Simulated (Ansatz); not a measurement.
**Equilibrium lattice constant a of Pd3GaN (model structure, started from the Ni3MgC type, Pm-3m, No. 221, 5 atoms in the cell) at several levels of theory**

No measured value is used here.

**Question.** Put these levels in order of the equilibrium lattice constant a that they give for Pd3GaN (model structure, started from the Ni3MgC type, Pm-3m, No. 221, 5 atoms in the cell), smallest first: LDA (Ansatz, a first-principles code), PBE (Ansatz), PBEsol (Ansatz), r²SCAN (Ansatz).

**Answer.** LDA (4.050 Å), PBEsol (4.085 Å), r²SCAN (4.116 Å), PBE (4.148 Å)

Cutoffs differ between the levels. Ansatz's density-functional and Hartree–Fock values are scalar-relativistic unless marked +SOC, with PAW data made under PBE.

A model structure was made by putting elements into a prototype or built by hand; it is no filed structure, need not be a known phase, and can be a saddle point held by its symmetry.
